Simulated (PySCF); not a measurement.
PySCF 2.14.0, MP2 (frozen core)/cc-pvdz: CC[SiH2][C@H](C)N, 19 atoms. The geometry is a generated start, not checked to be a minimum at this level.

```
Property                                              Result
-------------------------------  ---------------------------
task                                                     mp2
basis                                                cc-pvdz
two-electron scheme              exact four-centre integrals
frozen core                                             true
mf.init_guess                                minao (default)
mf.DIIS                                      CDIIS (default)
mf.diis_space                                    8 (default)
mf.conv_tol                                  1e-09 (default)
basis functions (reference run)                          153
```

On 4 threads, 1 BLAS thread. Build: conda-forge: OpenMP (GNU), OpenBLAS with its own threads, libcint, Libxc. Single runs; times are not shown.

Values of mol.max_memory tried: 8000 MB, 4000 MB, 2000 MB, 1000 MB, 500 MB, 300 MB, 200 MB.

Task: How low can the memory setting go, and what changes on the way?

Result: It runs down to 200 MB, the lowest tried, with the same result. At 8000 MB: SCF integrals in memory, transformation in memory. From 500 MB down: direct SCF, transformation through a file.

```
mol.max_memory                                               path  peak memory
--------------  -------------------------------------------------  -----------
8000 MB         SCF integrals in memory, transformation in memory     0.88 GiB
4000 MB         SCF integrals in memory, transformation in memory     0.88 GiB
2000 MB         SCF integrals in memory, transformation in memory     0.89 GiB
1000 MB         SCF integrals in memory, transformation in memory     0.89 GiB
500 MB                  direct SCF, transformation through a file     0.65 GiB
300 MB                  direct SCF, transformation through a file     0.66 GiB
200 MB                  direct SCF, transformation through a file     0.66 GiB
```

Peak memory is the kernel's count for the largest process, libraries included and scratch files not. The peak passes the setting at 500 MB, 300 MB, 200 MB: it is no hard cap. MP2's transformation through a file may take 2000 MB even at lower settings.
